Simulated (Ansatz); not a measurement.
By PBEsol, the system below comes out a metal.

Input:

```yaml
crystal:
  lattice:
    - [2.90222, 0.00000, 0.00000]
    - [0.00000, 2.90222, 0.00000]
    - [1.45111, -1.45111, 2.05218]
  atoms:
    - { symbol: Ag, position: [0.00000, 0.00000, 0.00000] }
```

The cell is taken as given; by PBEsol it stands under a pressure of -4.0 GPa.

The current flows along the normal of the first two printed cell vectors, the (001) plane of the conventional cell. No spin-orbit coupling; the value is a mean over 0.1 eV about the Fermi level.

**Question.** State the ballistic conductance per area according to PBEsol run with Ansatz (an electronic-structure program).

**Answer.** 0.86 × 10¹⁵ S/m² for both spins.
